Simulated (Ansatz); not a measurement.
Hypothetical rock salt GaAs, pressure series

The reference is GaAs in the rock salt structure (space group Fm-3m, No. 225; a hypothetical phase, not in the database extracts checked).

```yaml
crystal:
  lattice:
    - [0.00000, 2.66475, 2.66475]
    - [2.66475, 0.00000, 2.66475]
    - [2.66475, 2.66475, 0.00000]
  atoms:
    - { symbol: As, position: [0.00000, 0.00000, 0.00000] }
    - { symbol: Ga, position: [0.50000, 0.50000, 0.50000] }
```

Cell and atoms are relaxed at each pressure.

Calculations: r2SCAN (Ansatz, a program for electronic structure; PAW; 500 eV plane waves; spin-orbit coupling left out).

```json
[
 {"P (GPa)": "-2.00", "V (Å³/atom)": "19.421"},
 {"P (GPa)": "-1.00", "V (Å³/atom)": "19.163"},
 {"P (GPa)": "1.80", "V (Å³/atom)": "18.533"},
 {"P (GPa)": "4.19", "V (Å³/atom)": "18.075"},
 {"P (GPa)": "8.99", "V (Å³/atom)": "17.313"},
 {"P (GPa)": "18.00", "V (Å³/atom)": "16.231"},
 {"P (GPa)": "29.98", "V (Å³/atom)": "15.188"},
 {"P (GPa)": "45.00", "V (Å³/atom)": "14.231"},
 {"P (GPa)": "60.00", "V (Å³/atom)": "13.502"}
]
```

A third-order Birch–Murnaghan fit to these points gives V₀ = 18.92 Å³/atom, B₀ = 83 GPa and B₀′ = 4.4. At pressure 60 GPa the volume is 71.4 % of V₀.

Load acts through the strain it causes; cell and atoms are relaxed under it. Stability against distortions was not tested. Competing high-pressure phases were not computed. The final runs are not spin-polarised.
